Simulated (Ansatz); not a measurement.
Take PbSe in the rock salt structure (space group Fm-3m, No. 225; a = 6.1016 Å) as the base. Axes: x, y, z lie along the cube axes.

Calculations: PBEsol (Ansatz, a program for electronic structure, PAW, spin-orbit coupling left out).

For the base:

The shortest interatomic distance comes out as 3.051 Å.

One thing is altered: biaxial strain +2.50 %, plane normal [001], relaxed out of plane (Cartesian); in-plane vectors clamped, the third vector and the atoms free.

Task: Estimate the effect on the in-plane stress, out-of-plane strain, shortest interatomic distance and energy relative to the base.

Result: The mean in-plane stress (compression positive) is -3.1 GPa; the out-of-plane strain comes out as -0.41 %; the shortest interatomic distance falls by 0.013 Å, from 3.051 Å to 3.038 Å; the energy rises by 15 meV/atom.

Stability against distortions was not tested.
